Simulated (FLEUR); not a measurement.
A self-consistent single point of LaBi (I4mm, 2 atoms in the cell) with FLEUR.

Method of the run: PBEsol, all-electron FLAPW (FLEUR), scalar-relativistic valence.

```xyz
2
Lattice="0.0000 3.3483 3.3483 3.3483 0.0000 3.3483 3.3483 3.3483 0.0000" Properties=species:S:1:pos:R:3 pbc="T T T"
La     3.3483     3.3483     3.3983
Bi     0.0000     0.0000     0.0000
```

Reference input (self-consistent single point, DFT, PBEsol, all-electron FLAPW (FLEUR), scalar-relativistic valence): Kmax = 3.8 1/bohr; GmaxXC = 11.4 1/bohr; xcFunctional = PBEs; jspins = 1; l_soc = F; mode = hist; fermiSmearingEnergy = 0.00367493 Htr; mesh (inpgen div1-3) = 4 4 4; inpgen gamma flag = true; Gmax = 11.4 1/bohr; numbands = 0; maxIterBroyd = 15. This run's input differs from it in these lines:

```diff
@@ -15,3 +15,3 @@
 &exco xctyp='PBEs' /
-&kpt div1=4 div2=4 div3=4 gamma=t /
+&kpt div1=7 div2=7 div3=7 /
 &end /
@@ -35,3 +35,3 @@
    <cell>
-      <bzIntegration valenceElectrons="26.0" mode="hist" fermiSmearingEnergy="0.00367493">
+      <bzIntegration valenceElectrons="26.0" mode="hist" fermiSmearingEnergy="0.00036749">
          <kPointListSelection listName="default-1"/>
```

Output, abridged:

```
      Welcome to FLEUR        (www.flapw.de)
      MaX-Release 8.1          (www.max-centre.eu)

 ========== k-point set info ==========
 Selected k-point list: default-1
 k-point list type: mesh
 7 x 7 x 7
 Number of k points: 40

 ------------Calculation Setup---------------------------
           1           2           4           5           8          10          20          40
 Number of basis functions:          509
 Instability in determination of fermi-level,
 doubled temperature broading to continue
 Instability in determination of fermi-level,
 doubled temperature broading to continue
 Instability in determination of fermi-level,
 doubled temperature broading to continue
 Instability in determination of fermi-level,
 doubled temperature broading to continue
 Instability in determination of fermi-level,
 doubled temperature broading to continue
 Instability in determination of fermi-level,
 doubled temperature broading to continue
 Instability in determination of fermi-level,
 doubled temperature broading to continue
 Instability in determination of fermi-level,
 doubled temperature broading to continue
 Instability in determination of fermi-level,
 doubled temperature broading to continue
 Instability in determination of fermi-level,
 doubled temperature broading to continue
 Instability in determination of fermi-level,
 doubled temperature broading to continue
 Instability in determination of fermi-level,
 doubled temperature broading to continue
 Instability in determination of fermi-level,
 doubled temperature broading to continue
 Instability in determination of fermi-level,
 doubled temperature broading to continue
 Instability in determination of fermi-level,
 doubled temperature broading to continue
 Instability in determination of fermi-level,
 doubled temperature broading to continue
 Instability in determination of fermi-level,
 doubled temperature broading to continue
 Instability in determination of fermi-level,
 doubled temperature broading to continue
 Instability in determination of fermi-level,
 doubled temperature broading to continue
 Instability in determination of fermi-level,
 doubled temperature broading to continue
 Instability in determination of fermi-level,
 doubled temperature broading to continue
**************FLEUR-Error*****************
Error message: Determination of fermi-level did not converge
Error occurred in subroutine: ef_newton
Hint: change temp. broad., set gauss = T, or use finer k mesh
Error from PE:0/1
 Last known location:
```

The program stopped with an error. 

The starting cell comes from a database of computed structures (which also holds hypothetical and non-ambient phases and stackings), without a prior relaxation at this level. Its lattice was rescaled by up to half a per cent. One atom was moved a little off its site on purpose. Values depend on the basis (sphere radii, cutoffs, local orbitals), which need not be converged.
